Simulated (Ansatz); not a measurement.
# LaB6 with two functionals

The parent structure is LaB₆ (space group Pm-3m, No. 221; a = 4.155 Å).

(Cell as relaxed with PBE.)

Levels (all Ansatz, a program for electronic structure, PAW): PBE (420 eV, no spin-orbit coupling); PBEsol (420 eV, no SOC).

Each level relaxes its own structure.

```json
[
 {"quantity": "volume per atom", "PBE": "10.25 Å³", "PBEsol": "?"},
 {"quantity": "lattice parameter a", "PBE": "4.155 Å", "PBEsol": "?"},
 {"quantity": "band gap", "PBE": "zero", "PBEsol": "?"}
]
```

**Question.** Predict the PBEsol column.

**Answer.** 
- volume per atom, PBEsol: 10.06 Å³
- lattice parameter a, PBEsol: 4.130 Å
- band gap, PBEsol: zero

PBE's volume per atom lies 0.184 Å³ above PBEsol's (1.8 %); PBE's lattice parameter a lies 0.025 Å above PBEsol's (0.6 %); the two agree on the band gap. Neither level is exact; PBEsol is the comparison here, not a measurement.

No phonon test of stability was made. All final runs are without spin polarisation. An odd electron count without spin: LaB6.
